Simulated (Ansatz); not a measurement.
Band structure of Tc3Ir (P6_3/mmc, 8 atoms in the cell).

```
CELL_PARAMETERS angstrom
      5.49573     0.00000     0.00000
     -2.74787     4.75944     0.00000
      0.00000     0.00000     4.34201
ATOMIC_POSITIONS crystal
  Tc 0.83969 0.16031 0.75000
  Tc 0.16031 0.83969 0.25000
  Tc 0.67938 0.83969 0.25000
  Tc 0.32062 0.16031 0.75000
  Tc 0.83969 0.67938 0.75000
  Tc 0.16031 0.32062 0.25000
  Ir 0.66667 0.33333 0.25000
  Ir 0.33333 0.66667 0.75000
```

Method of the run: PBEsol, PAW files (plane waves; Ansatz, a quantum-chemistry and plane-wave program).

Settings: basis.ecutwfc = 36.7 Ry; kpoints.mp_grid.grid = 5 5 5; hamiltonian.xc = pbesol; hamiltonian.pseudopotentials = {kind: paw} (the program's default PAW files); scf.occupations.method = fermi_dirac; scf.occupations.width = 0.0037 Ry; kpoints.band_path.npoints = 8.

The starting cell comes from a database of computed structures (which also holds hypothetical and non-ambient phases and stackings), without a prior relaxation at this level. Spin-orbit coupling is off. Spin polarisation is off. The cutoff lies below the one recommended for these files.

Levels in eV from the Fermi level, bands 59 to 66:
```csv
point,59,60,61,62,63,64,65,66
Γ,-0.74,-0.74,-0.73,-0.73,1.37,2.12,2.12,2.28
M,-0.94,-0.67,-0.32,-0.01,0.02,0.19,0.56,0.67
K,-0.62,-0.62,-0.37,-0.20,-0.20,0.66,0.66,0.96
A,0.64,0.64,1.02,1.02,1.02,1.02,1.62,1.62
L,-1.18,-1.18,-0.90,-0.90,-0.18,-0.18,1.29,1.29
H,-1.02,-1.02,-0.81,-0.81,-0.12,-0.12,1.83,1.83
```

Bands cross the Fermi level along this path, so the cell is metallic at this level.

Keys are those of Ansatz 0.2.
